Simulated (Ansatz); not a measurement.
Consider SnS2 in the CdI2 type structure (space group P-3m1, No. 164; a = 3.6260 Å, c = 5.5735 Å; layered, stacked along the Cartesian z axis).

Level of theory: Kohn–Sham DFT with the PBEsol-D3(BJ) functional, run in Ansatz (a program for electronic structure) with PAW and 420 eV plane waves, no SOC, earlier PAW set.

Base values:

* **Band gap**: 0.96 eV
* **Density**: 4.78 g/cm³

One thing is altered: cell and atoms relaxed at a pressure of 0.7 GPa.

### Question
Estimate the effect on the band gap and density.

### Answer
The band gap shrinks by 0.07 eV (0.96 eV → 0.89 eV); the density grows by 0.082 g/cm³ (4.78 g/cm³ → 4.87 g/cm³).

Load acts through the strain it causes; cell and atoms are relaxed under it. No phonon test of stability was made.
